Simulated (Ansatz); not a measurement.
Results of PBE (PAW; Ansatz, a program for electronic structure) for SiO₂ (P4₁2₁2, No. 92).

Numerical settings: plane-wave cutoff 520 eV, 8×8×6 k mesh (along the axes of the cell as run), Fermi–Dirac smearing 0.01 eV, scalar-relativistic PAW data made under PBE.

The cell is scaled about its equilibrium volume:

Shape and atoms are relaxed at each volume.

```tsv
V (Å³/atom)	P (GPa)	direct gap at Γ (eV)	c (Å)	a (Å)
14.701	0.66	5.571	6.986	5.025
15.008	0.31	5.541	7.046	5.056
15.314	-0.01	5.511	7.104	5.086
15.620	-0.31	5.482	7.163	5.115
15.926	-0.59	5.454	7.219	5.145
```

A straight line through the gaps at Γ against ln V gives a volume deformation potential dE_g(Γ)/d ln V of -1.5 eV: the gap at Γ widens under compression.

Note: the volume lies 7 % above that of the published cell; the bulk modulus comes from volumes at which shape and atoms were relaxed.
